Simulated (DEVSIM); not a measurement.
System: Mo/SiO2/n-Si capacitor, at 250 K.

| layer (left to right) | material | thickness (nm) | Nd (cm⁻³) |
|---|---|---|---|
| 1 | SiO2 | 26.0 | - |
| 2 | Si | 2500 | 5.4e16 |

Metal gate on the left, work function 4.6 eV. Fixed charge at the semiconductor interface 0 cm⁻² (in units of +e); interface traps 1e10 cm⁻² eV⁻¹, uniform in energy, neutral level at 0.3 of the gap above the valence band.

Constants are typed, rounded textbook-type inputs, not results; the design itself was drawn at random and stands for no fabricated device. Values at 300 K; Nc and Nv go as T^1.5, mobilities as T to minus their exponent, the gap by Varshni's rule with the affinity fixed.

```tsv
parameter	SiO2	Si
gap (eV)	9	1.124
affinity (eV)	0.9	4.05
permittivity	3.9	11.7
Nc (cm⁻³)	-	2.86e19
Nv (cm⁻³)	-	3.1e19
Varshni α (eV/K)	-	0.000473
Varshni β (K)	-	636
```

DEVSIM, 1D Poisson equation in equilibrium, Boltzmann statistics, complete ionisation; no quantum confinement or tunnelling. Metal contacts follow the ideal Schottky-Mott rule: no Fermi-level pinning, no interface dipoles.

### Question
Tabulate band edges, carrier densities and field at -0.6 V on the gate.

### Answer
Energies count from the Fermi level of the right contact; mesh points crowd at the junctions.

```json
[
 {"x (μm)": "0.000", "Ec (eV)": "4.300", "Ev (eV)": "-4.700", "n (cm⁻³)": "< 1e2", "p (cm⁻³)": "< 1e2", "field (V/cm)": "-240000"},
 {"x (μm)": "0.001484", "Ec (eV)": "4.265", "Ev (eV)": "-4.735", "n (cm⁻³)": "< 1e2", "p (cm⁻³)": "< 1e2", "field (V/cm)": "-240000"},
 {"x (μm)": "0.004689", "Ec (eV)": "4.188", "Ev (eV)": "-4.812", "n (cm⁻³)": "< 1e2", "p (cm⁻³)": "< 1e2", "field (V/cm)": "-240000"},
 {"x (μm)": "0.01162", "Ec (eV)": "4.024", "Ev (eV)": "-4.976", "n (cm⁻³)": "< 1e2", "p (cm⁻³)": "< 1e2", "field (V/cm)": "-240000"},
 {"x (μm)": "0.02144", "Ec (eV)": "3.790", "Ev (eV)": "-5.210", "n (cm⁻³)": "< 1e2", "p (cm⁻³)": "< 1e2", "field (V/cm)": "-240000"},
 {"x (μm)": "0.02457", "Ec (eV)": "3.715", "Ev (eV)": "-5.285", "n (cm⁻³)": "< 1e2", "p (cm⁻³)": "< 1e2", "field (V/cm)": "-240000"},
 {"x (μm)": "0.02600", "Ec (eV)": "0.531", "Ev (eV)": "-0.605", "n (cm⁻³)": "4.2e8", "p (cm⁻³)": "1.5e7", "field (V/cm)": "-140000"},
 {"x (μm)": "0.02839", "Ec (eV)": "0.513", "Ev (eV)": "-0.624", "n (cm⁻³)": "1.0e9", "p (cm⁻³)": "6300000", "field (V/cm)": "-78000"},
 {"x (μm)": "0.03312", "Ec (eV)": "0.477", "Ev (eV)": "-0.659", "n (cm⁻³)": "5.3e9", "p (cm⁻³)": "1200000", "field (V/cm)": "-74000"},
 {"x (μm)": "0.04351", "Ec (eV)": "0.405", "Ev (eV)": "-0.732", "n (cm⁻³)": "1.5e11", "p (cm⁻³)": "42000", "field (V/cm)": "-65000"},
 {"x (μm)": "0.06837", "Ec (eV)": "0.268", "Ev (eV)": "-0.868", "n (cm⁻³)": "8.4e13", "p (cm⁻³)": "< 1e2", "field (V/cm)": "-44000"},
 {"x (μm)": "0.1579", "Ec (eV)": "0.131", "Ev (eV)": "-1.005", "n (cm⁻³)": "5.0e16", "p (cm⁻³)": "< 1e2", "field (V/cm)": "-910"},
 {"x (μm)": "0.3352", "Ec (eV)": "0.129", "Ev (eV)": "-1.007", "n (cm⁻³)": "5.4e16", "p (cm⁻³)": "< 1e2", "field (V/cm)": "≈ 0"},
 {"x (μm)": "0.7487", "Ec (eV)": "0.129", "Ev (eV)": "-1.007", "n (cm⁻³)": "5.4e16", "p (cm⁻³)": "< 1e2", "field (V/cm)": "≈ 0"},
 {"x (μm)": "1.799", "Ec (eV)": "0.129", "Ev (eV)": "-1.007", "n (cm⁻³)": "5.4e16", "p (cm⁻³)": "< 1e2", "field (V/cm)": "≈ 0"},
 {"x (μm)": "2.215", "Ec (eV)": "0.129", "Ev (eV)": "-1.007", "n (cm⁻³)": "5.4e16", "p (cm⁻³)": "< 1e2", "field (V/cm)": "≈ 0"},
 {"x (μm)": "2.393", "Ec (eV)": "0.129", "Ev (eV)": "-1.007", "n (cm⁻³)": "5.4e16", "p (cm⁻³)": "< 1e2", "field (V/cm)": "≈ 0"},
 {"x (μm)": "2.470", "Ec (eV)": "0.129", "Ev (eV)": "-1.007", "n (cm⁻³)": "5.4e16", "p (cm⁻³)": "< 1e2", "field (V/cm)": "≈ 0"},
 {"x (μm)": "2.508", "Ec (eV)": "0.129", "Ev (eV)": "-1.007", "n (cm⁻³)": "5.4e16", "p (cm⁻³)": "< 1e2", "field (V/cm)": "≈ 0"},
 {"x (μm)": "2.519", "Ec (eV)": "0.129", "Ev (eV)": "-1.007", "n (cm⁻³)": "5.4e16", "p (cm⁻³)": "< 1e2", "field (V/cm)": "≈ 0"},
 {"x (μm)": "2.524", "Ec (eV)": "0.129", "Ev (eV)": "-1.007", "n (cm⁻³)": "5.4e16", "p (cm⁻³)": "< 1e2", "field (V/cm)": "≈ 0"},
 {"x (μm)": "2.526", "Ec (eV)": "0.129", "Ev (eV)": "-1.007", "n (cm⁻³)": "5.4e16", "p (cm⁻³)": "< 1e2", "field (V/cm)": "≈ 0"}
]
```
